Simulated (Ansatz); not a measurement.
Base system: CdS in the zinc blende structure (space group F-43m, No. 216; a = 5.8248 Å). Axes: x, y, z lie along the cube axes.

Level of theory: Ansatz (a first-principles code) PBEsol, no spin-orbit coupling, earlier PAW set.

For the base:

| Property | Result |
|---|---|
| Pressure | 0.00 GPa |
| Band gap | 1.01 eV |
| Valence-band top at Γ | 0.00, 0.00, 0.00 eV |

The change: biaxial strain −2.47 %, plane normal [110], relaxed out of plane (Cartesian); in-plane vectors clamped, the third vector and the atoms free.

**Question.** What happens to the out-of-plane strain, pressure, band gap and valence-band top at Γ?

**Answer.** The out-of-plane strain amounts to +2.63 %; the pressure (mean of the normal stresses, compression positive) goes from zero to 1.43 GPa; the band gap decreases by 0.05 eV, from 1.01 eV to 0.96 eV; the valence-band top at Γ (three highest levels, from the VBM) changes from 0.00, 0.00, 0.00 eV to 0.00, -0.04, -0.20 eV.

Whether these cells are dynamically stable was not tested.
